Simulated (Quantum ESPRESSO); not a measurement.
How a calculation on SnO2 (P4_2/mnm, 6 atoms in the cell) responds to its settings

```
SnO2
1.0
    4.75243     0.00000     0.00000
    0.00000     4.75243     0.00000
    0.00000     0.00000     3.19916
Sn O
2 4
Direct
  0.50000   0.50000   0.50000
  0.00000   0.00000   0.00000
  0.19403   0.80597   0.50000
  0.80597   0.19403   0.50000
  0.69403   0.69403   0.00000
  0.30597   0.30597   0.00000
```

Base run A: LDA (PZ), GBRV 1.5 ultrasoft (LDA) pseudopotentials in Quantum ESPRESSO 7.5, self-consistent single point.

Its settings: ecutwfc = 40 Ry; ecutrho = 200 Ry; occupations = fixed; potentials = {Sn: sn_lda_v1.4.uspp.F.UPF, O: o_lda_v1.2.uspp.F.UPF}; K_POINTS = automatic 7 7 10 0 0 0; nbnd = 30; conv_thr = 1e-10 Ry; mixing_beta = 0.4.

The starting cell comes from a database of computed structures (which also holds hypothetical and non-ambient phases and stackings), without a prior relaxation at this level. Its lattice was rescaled by a random factor within 2.5 % of one.

Absolute energies have different zeros for different potentials, functionals, Hubbard and dispersion terms and are not compared across them.

Run A gave: pressure (GPa) -2.31; largest force (eV/Å) 0.045; gap on the mesh (eV) 1.006.

Runs:
- B: ecutwfc: 40 Ry → 55 Ry; ecutrho: 200 Ry → 440 Ry; pseudopotentials: {Sn: sn_lda_v1.4.uspp.F.UPF, O: o_lda_v1.2.uspp.F.UPF} → {Sn: Sn_pbe_v1.uspp.F.UPF, O: O.pbe-n-kjpaw_psl.0.1.UPF}; input_dft: default → pw91 [PW91]
- C: ecutwfc: 40 Ry → 55 Ry; ecutrho: 200 Ry → 440 Ry; pseudopotentials: {Sn: sn_lda_v1.4.uspp.F.UPF, O: o_lda_v1.2.uspp.F.UPF} → {Sn: Sn_pbe_v1.uspp.F.UPF, O: O.pbe-n-kjpaw_psl.0.1.UPF}; input_dft: default → wc [Wu-Cohen GGA]
- D: ecutwfc: 40 Ry → 55 Ry; ecutrho: 200 Ry → 440 Ry; pseudopotentials: {Sn: sn_lda_v1.4.uspp.F.UPF, O: o_lda_v1.2.uspp.F.UPF} → {Sn: Sn_pbe_v1.uspp.F.UPF, O: O.pbe-n-kjpaw_psl.0.1.UPF}; input_dft: default → b86bpbe [B86bPBE]
- E: ecutwfc: 40 Ry → 55 Ry; ecutrho: 200 Ry → 440 Ry; pseudopotentials: {Sn: sn_lda_v1.4.uspp.F.UPF, O: o_lda_v1.2.uspp.F.UPF} → {Sn: Sn_pbe_v1.uspp.F.UPF, O: O.pbe-n-kjpaw_psl.0.1.UPF}; input_dft: default → vdw-df [vdW-DF]
- F: ecutwfc: 40 Ry → 55 Ry; ecutrho: 200 Ry → 440 Ry; pseudopotentials: {Sn: sn_lda_v1.4.uspp.F.UPF, O: o_lda_v1.2.uspp.F.UPF} → {Sn: Sn_pbe_v1.uspp.F.UPF, O: O.pbe-n-kjpaw_psl.0.1.UPF}; input_dft: default → vdw-df2 [vdW-DF2]
- G: ecutwfc: 40 Ry → 55 Ry; ecutrho: 200 Ry → 440 Ry; pseudopotentials: {Sn: sn_lda_v1.4.uspp.F.UPF, O: o_lda_v1.2.uspp.F.UPF} → {Sn: Sn_pbe_v1.uspp.F.UPF, O: O.pbe-n-kjpaw_psl.0.1.UPF}; input_dft: default → vdw-df-cx [vdW-DF-cx]
- H: ecutwfc: 40 Ry → 55 Ry; ecutrho: 200 Ry → 440 Ry; pseudopotentials: {Sn: sn_lda_v1.4.uspp.F.UPF, O: o_lda_v1.2.uspp.F.UPF} → {Sn: Sn_pbe_v1.uspp.F.UPF, O: O.pbe-n-kjpaw_psl.0.1.UPF}; input_dft: default → vdw-df-obk8 [optB88-vdW]
- I: ecutwfc: 40 Ry → 55 Ry; ecutrho: 200 Ry → 440 Ry; pseudopotentials: {Sn: sn_lda_v1.4.uspp.F.UPF, O: o_lda_v1.2.uspp.F.UPF} → {Sn: Sn_pbe_v1.uspp.F.UPF, O: O.pbe-n-kjpaw_psl.0.1.UPF}; input_dft: default → vdw-df-ob86 [optB86b-vdW]
- J: ecutwfc: 40 Ry → 55 Ry; ecutrho: 200 Ry → 440 Ry; pseudopotentials: {Sn: sn_lda_v1.4.uspp.F.UPF, O: o_lda_v1.2.uspp.F.UPF} → {Sn: Sn_pbe_v1.uspp.F.UPF, O: O.pbe-n-kjpaw_psl.0.1.UPF}; input_dft: default → vdw-df2-b86r [rev-vdW-DF2]

Q: What does run B change against A?

A: The pressure goes from -2.31 to 8.42 GPa, the largest force goes from 0.045 to 0.057 eV/Å and the gap on the mesh goes from 1.006 to 1.108 eV.

Q: What does run D change against A?

A: The pressure goes from -2.31 to 9.90 GPa, the largest force goes from 0.045 to 0.069 eV/Å and the gap on the mesh goes from 1.006 to 1.134 eV.

```tsv
run	pressure (GPa)	largest force (eV/Å)	gap on the mesh (eV)
A	-2.31	0.045	1.006
B	8.42	0.057	1.108
C	3.13	0.011	1.019
D	9.90	0.069	1.134
E	14.03	0.143	1.242
F	18.10	0.209	1.159
G	3.92	0.045	1.091
H	7.40	0.088	1.122
I	5.58	0.064	1.111
J	6.19	0.065	1.089
```
